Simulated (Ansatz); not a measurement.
# Convergence test for LaI2 (I4/mmm, 3 atoms in the cell)

```
LaI2
1.0
   -1.96100     1.96100     6.98500
    1.96100    -1.96100     6.98500
    1.96100     1.96100    -6.98500
La I
1 2
Direct
  0.00000   0.00000   0.00000
  0.36500   0.36500   0.00000
  0.63500   0.63500   0.00000
```

Level of theory: PBEsol, default PAW files made with PBE (plane waves; Ansatz, a quantum-chemistry and plane-wave program).

The starting cell comes from a database of published, mostly measured structures (it also holds non-ambient and calculated ones), without a prior relaxation at this level. Ansatz's pressure includes its estimate of the finite-basis (Pulay) stress.

Held fixed: basis.ecutwfc = 30.9 Ry; kpoints.mp_grid.grid = 8 8 8; hamiltonian.xc = pbesol; hamiltonian.pseudopotentials = {kind: paw} (the program's default PAW files); scf.occupations.method = fermi_dirac; scf.occupations.width = 0.0073 Ry.

ΔF is the free energy per atom less that of the last row (16).

```json
[
 {"basis.ecutrho_ratio": "2", "ΔF (meV/atom)": "-1.09", "pressure (GPa)": "-1.18", "largest force (eV/Å)": "0.199"},
 {"basis.ecutrho_ratio": "3", "ΔF (meV/atom)": "-0.04", "pressure (GPa)": "-1.17", "largest force (eV/Å)": "0.198"},
 {"basis.ecutrho_ratio": "4", "ΔF (meV/atom)": "-0.01", "pressure (GPa)": "-1.17", "largest force (eV/Å)": "0.198"},
 {"basis.ecutrho_ratio": "5", "ΔF (meV/atom)": "0.00", "pressure (GPa)": "-1.17", "largest force (eV/Å)": "0.198"},
 {"basis.ecutrho_ratio": "6", "ΔF (meV/atom)": "0.00", "pressure (GPa)": "-1.17", "largest force (eV/Å)": "0.198"},
 {"basis.ecutrho_ratio": "8", "ΔF (meV/atom)": "0.00", "pressure (GPa)": "-1.17", "largest force (eV/Å)": "0.198"},
 {"basis.ecutrho_ratio": "10", "ΔF (meV/atom)": "0.00", "pressure (GPa)": "-1.17", "largest force (eV/Å)": "0.198"},
 {"basis.ecutrho_ratio": "12", "ΔF (meV/atom)": "0.00", "pressure (GPa)": "-1.17", "largest force (eV/Å)": "0.198"},
 {"basis.ecutrho_ratio": "16", "ΔF (meV/atom)": "0.00", "pressure (GPa)": "-1.17", "largest force (eV/Å)": "0.198"}
]
```

Largest force within 0.005 eV/Å of the last row: from basis.ecutrho_ratio = 2 on, the coarsest one. The value it settles on is 0.198 eV/Å at this level of theory and with the other settings as held.

Keys are those of Ansatz 0.2.
